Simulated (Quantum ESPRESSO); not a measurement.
Quantum ESPRESSO run on La4Bi2O9 (P1, 15 atoms in the cell): self-consistent single point.

Method: PBEsol, SSSP 1.1.2 efficiency (PBE) pseudopotentials (plane waves; Quantum ESPRESSO).

```yaml
crystal:
  lattice:
    - [5.84896, 0.00000, 0.00000]
    - [-0.13302, 5.85315, 0.00000]
    - [-0.56743, -2.85736, 8.76479]
  atoms:
    - { symbol: La, position: [0.47987, 0.51013, 0.00144] }
    - { symbol: La, position: [0.01553, 0.65240, 0.29494] }
    - { symbol: La, position: [0.50532, 0.82601, 0.63818] }
    - { symbol: La, position: [0.45753, 0.14911, 0.28302] }
    - { symbol: Bi, position: [0.92787, 0.99649, 0.01709] }
    - { symbol: Bi, position: [0.07589, 0.24320, 0.60741] }
    - { symbol: O, position: [0.74008, 0.85226, 0.16770] }
    - { symbol: O, position: [0.23338, 0.33813, 0.14700] }
    - { symbol: O, position: [0.80298, 0.93264, 0.51957] }
    - { symbol: O, position: [0.72857, 0.33446, 0.15247] }
    - { symbol: O, position: [0.27383, 0.48285, 0.49123] }
    - { symbol: O, position: [0.21885, 0.81583, 0.11233] }
    - { symbol: O, position: [0.26789, 0.97878, 0.45380] }
    - { symbol: O, position: [0.68272, 0.71090, 0.83755] }
    - { symbol: O, position: [0.31869, 0.18416, 0.78094] }
```

Reference input (self-consistent single point, DFT, PBEsol, plane waves, SSSP 1.1.2 efficiency (PBE) pseudopotentials): ecutwfc = 55 Ry; ecutrho = 440 Ry; occupations = smearing; smearing = gauss; degauss = 0.00147 Ry; input_dft = pbesol; potentials = {La: La.GGA-PBE-paw-v1.0.UPF, Bi: Bi_pbe_v1.uspp.F.UPF, O: O.pbe-n-kjpaw_psl.0.1.UPF}; K_POINTS = automatic 3 3 2 0 0 0; conv_thr = 1e-10 Ry. This run's input differs from it in these lines:

```diff
@@ -13,4 +13,4 @@
   ntyp = 3
-  ecutwfc = 55
-  ecutrho = 440
+  ecutwfc = 33
+  ecutrho = 264
   occupations = 'smearing'
```

Log, with long lists cut:

```
     Self-consistent Calculation

     iteration #  1     ecut=    33.00 Ry     beta= 0.70

---- Real-time Memory Report at c_bands before calling an iterative solver
          1350 MiB given to the printing process from OS
           214 MiB allocation reported by mallinfo(arena+hblkhd)
------------------

     negative rho (up, down):  7.654E-02 0.000E+00

     total energy              =   -2546.34717143 Ry
     estimated scf accuracy    <       3.78842151 Ry

     iteration #  2     ecut=    33.00 Ry     beta= 0.70

---- Real-time Memory Report at c_bands before calling an iterative solver
   [... lines left out ...]
          1510 MiB given to the printing process from OS
           252 MiB allocation reported by mallinfo(arena+hblkhd)
------------------

     negative rho (up, down):  8.148E-02 0.000E+00

     total energy              =   -2548.46401993 Ry
     estimated scf accuracy    <          1.9E-10 Ry

     iteration # 23     ecut=    33.00 Ry     beta= 0.70

---- Real-time Memory Report at c_bands before calling an iterative solver
          1510 MiB given to the printing process from OS
           252 MiB allocation reported by mallinfo(arena+hblkhd)
------------------

     negative rho (up, down):  8.148E-02 0.000E+00
     End of self-consistent calculation

     the Fermi energy is     7.9076 ev

!    total energy              =   -2548.46401993 Ry
     estimated scf accuracy    <          3.0E-11 Ry
     smearing contrib. (-TS)   =      -0.00000000 Ry
     internal energy E=F+TS    =   -2548.46401993 Ry

      -> PAW hartree energy AE =     387.49591624 Ry
      -> PAW hartree energy PS =    -386.73708177 Ry
      -> PAW xc energy AE      =   -1743.18115450 Ry
      -> PAW xc energy PS      =      93.40921077 Ry
      -> total E_H with PAW    =     240.93804794 Ry
      -> total E_XC with PAW   =   -1878.94139527 Ry

     convergence has been achieved in  23 iterations

     negative rho (up, down):  8.148E-02 0.000E+00

     Forces acting on atoms (cartesian axes, Ry/au):

   [... lines left out ...]
     Total force =     0.040978     Total SCF correction =     0.000010
   [... lines left out ...]

     negative rho (up, down):  8.148E-02 0.000E+00
          total   stress  (Ry/bohr**3)                   (kbar)     P=     -153.17
  -0.00103850  -0.00001144  -0.00000438         -152.77       -1.68       -0.64
  -0.00001144  -0.00104660  -0.00000736           -1.68     -153.96       -1.08
  -0.00000438  -0.00000736  -0.00103868           -0.64       -1.08     -152.80

   JOB DONE.
```

The run converged in 23 iterations. Against the reference run the free energy rises by 236 meV/atom, the pressure goes from -3.95 to -15.32 GPa, the largest force hardly changes (0.652 to 0.657 eV/Å) and the gap on the mesh stays at 2.627 eV.

The starting cell comes from a database of computed structures (which also holds hypothetical and non-ambient phases and stackings), without a prior relaxation at this level. Spin-orbit coupling is off. At the lowered cutoff the pressure carries the error of an incomplete plane-wave basis.

Cost on one core of a shared machine: roughly 10 min.
